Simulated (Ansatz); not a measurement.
**The (113) surface of germanium (in the relaxation 1 Ge–Ge bonds formed), 1 pair of surface atoms bonded, B on one of 4 atoms under the surface, no caps (bottom of the slab: built like the top, H on every dangling bond, free)**

The numbers are results of PBE (plane waves to 420 eV, PAW; Ansatz, a first-principles code), not measurements.

Model: 32-atom slab, 12.6 Å thick at the start with caps and adatoms (thin: gaps and levels are the slab's own), 4x4x1 mesh, Fermi-Dirac 0.025 eV, dipole correction, 4 atoms held, the rest relaxed; no symmetry held; spin-polarised, no spin-orbit, no U. The slab shows no gap over 0.04 eV on its mesh. The starting moment vanished. It is one candidate, not shown to be the stable structure of the face.

```
Property                                                       Value
-----------------------------  -------------------------------------
work function of the top face                                4.71 eV
energy released by relaxation                                2.41 eV
cost                           about 2.5 core-hours (a rough figure)
```
